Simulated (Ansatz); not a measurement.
**NiGe (space group Pnma, No. 62; non-magnetic)**

Space group Pnma (No. 62); a = 5.4079 Å, b = 3.4735 Å, c = 5.8468 Å, α = β = γ = 90.00°

| atom | site | symmetry | x | y | z |
|---|---|---|---|---|---|
| Ni | 4c | .m. | 0.0056 | 0.2500 | 0.8097 |
| Ge | 4c | .m. | 0.1899 | 0.2500 | 0.4130 |

Method: Kohn–Sham DFT with the PBE functional, run in Ansatz (a quantum-chemistry and plane-wave program) with PAW and 420 eV plane waves, spin-orbit coupling left out, earlier PAW set. k-mesh 9×13×8 (Γ-centred); smearing 0.05 eV (Fermi–Dirac).

```json
{
 "volume_per_atom": "13.73 Å³",
 "density": "7.94 g/cm³",
 "band_gap": "zero",
 "total_energy": "-5067.662 eV/atom (σ→0; compares only within this code and set-up)"
}
```

Whether these cells are dynamically stable was not tested. Starting moments died away, wholly or in part, for the base; another magnetic solution may exist. All final runs are without spin polarisation.
